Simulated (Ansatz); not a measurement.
A zone-centre phonon calculation of Be (P6_3/mmc, 2 atoms in the cell) with Ansatz (a quantum-chemistry and plane-wave program).

Computed with PBE (plane waves, PAW; Ansatz).

```xyz
2
Lattice="1.1393 -1.9733 0.0000 1.1393 1.9733 0.0000 0.0000 0.0000 3.5621" Properties=species:S:1:pos:R:3 pbc="T T T"
Be     1.1393     0.6578     0.8905
Be     1.1393    -0.6578     2.6716
```

Reference input (self-consistent single point, DFT, PBE, plane waves, default PAW files): basis.ecutwfc = 30.9 Ry; kpoints.mp_grid.grid = 16 16 9; hamiltonian.xc = pbe; hamiltonian.pseudopotentials = {kind: paw} (the program's default PAW files); scf.occupations.method = fermi_dirac; scf.occupations.width = 0.0073 Ry. This run's input differs from it in these lines:

```diff
@@ -17,6 +17,5 @@
   occupations: { method: fermi_dirac, width: 0.0073 Ry }
-output:
-  forces: true
-  eigenvalues: true
-  stress: true
+  convergence: { dr2_threshold: 1.0e-11 eV }
+phonons:
+  method: dfpt
```

Output (repeated stretches shortened):

```
SCF iter   1: F=—  HF=-185.532759 eV  |F-HF|=—  |Δ(HF+E_count)|=         —  Δρ=1.11e-3  dr2=1.36e-4  ethr=1.77e-3  ⟨swp⟩=5.4  Hψ=19026  notcnv=0
all-band conjugate gradients solve this SCF's bands
preconditioner: auto → none
SCF iter   2: F=—  HF=-185.532777 eV  |F-HF|=—  |Δ(HF+E_count)|=   1.75e-5  Δρ=6.90e-4  dr2=5.46e-5  ethr=3.39e-6  ⟨swp⟩=1.4  Hψ=5246  notcnv=0
SCF iter   3: F=—  HF=-185.532756 eV  |F-HF|=—  |Δ(HF+E_count)|=   2.14e-5  Δρ=2.38e-5  dr2=4.61e-8  ethr=1.36e-6  ⟨swp⟩=1.0  Hψ=2190  notcnv=0
SCF iter   4: F=—  HF=-185.532756 eV  |F-HF|=—  |Δ(HF+E_count)|=   3.73e-8  Δρ=3.85e-6  dr2=1.84e-9  ethr=1.15e-9  ⟨swp⟩=2.2  Hψ=2888  notcnv=0
SCF iter   5: F=—  HF=-185.532756 eV  |F-HF|=—  |Δ(HF+E_count)|=  2.89e-10  Δρ=4.90e-7  dr2=2.18e-11  ethr=4.59e-11  ⟨swp⟩=1.0  Hψ=2190  notcnv=0
SCF iter   6: F=-185.532756 eV  HF=-185.532756 eV  |F-HF|=0.00e0  |Δ(HF+E_count)|=  3.18e-12  Δρ=2.30e-8  dr2=5.18e-14  ethr=1.00e-12  ⟨swp⟩=4.0  Hψ=5495  notcnv=0
SCF 1 converged in 6 iterations: F = -185.532756 eV  dr2 = 5.18e-14
DFPT response loops at Γ: preconditioner auto → Kerker (q_TF=auto, 2.165 Å⁻¹) (partly filled bands, converged f_vac=0.000) …
Free energy (F): -185.532756 eV
Internal energy: -185.529753 eV  (E = F + TS)
E sigma→0 (E₀):  -185.531254 eV
Entropy (-TS):   -0.003003 eV (-1.501 meV/atom)
Fermi energy:    7.971678 eV
--- Phonons (Γ-DFPT): 2 representative perturbations + reference, on 365 of 2304 k-points (Σ response iterations 8) ---
  k mesh reduced under 4 symmetry operations, with k and −k counted as one. Each operation leaves every solved displacement unchanged or reverses it
  ASR residual: 2.074e-4 → 0.000e0 eV/Å²; symmetrization residual: 3.553e-15 eV/Å²
  ASR residual per site (eV/Å²): 2.07e-4 2.07e-4
  Γ frequencies (cm⁻¹): 0.00 0.00 0.00 467.62 467.62 686.82
  non-analytic LO–TO correction: not included (Born effective charges unavailable; polar crystals: no LO–TO splitting at Γ)
```

The run converged in 6 iterations. 

Summary of the result:
| Property | Value |
|---|---|
| Free energy E − TS (on the zero of these files) | -185.5328 eV |
| Fermi level (on the code's own zero) | 7.97 eV |
| Zone-centre frequencies (cm⁻¹; negative means imaginary) | 0, 0, 0, 468, 468, 687 |

The starting cell has typed, rounded lattice constants, without a prior relaxation at this level. Its lattice was rescaled by up to half a per cent.

Keys are those of Ansatz 0.2.
